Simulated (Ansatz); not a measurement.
Consider the following.

```yaml
crystal:
  lattice:
    - [4.74666, 0.00000, 0.00000]
    - [2.37333, 4.11073, 0.00000]
    - [2.37333, -1.37024, 3.67648]
  atoms:
    - { symbol: K, position: [0.00000, 0.00000, 0.00000] }
    - { symbol: Br, position: [0.00000, 0.50000, 0.50000] }
```

No spin polarisation.

Computed with PBEsol (Ansatz, a program for electronic structure; PAW; 420 eV plane waves; scalar-relativistic without spin-orbit coupling). Settings: 9×9×9 k-points, 0.05 eV Fermi–Dirac smearing.

Question: Predict the hole mass.

Answer: 0.63 mₑ out of plane, 2.5 mₑ in plane (at Γ).

Question: What valence-band top at Γ (three highest levels, from the VBM) does the calculation give?

Answer: 0.00, -0.11, -0.11 eV.

Question: What is the computed pressure (mean of the normal stresses, compression positive)?

Answer: -0.32 GPa.

Question: What band gap does the calculation give?

Answer: 4.20 eV.

The cells carry an imposed strain or load. Masses are band curvatures over ±0.01 Å⁻¹ around the edge. Stability against distortions was not tested. The cell was made from KBr in the rock salt structure (space group Fm-3m, No. 225) by this change: biaxial strain +2.50 %, plane normal [111], relaxed out of plane.
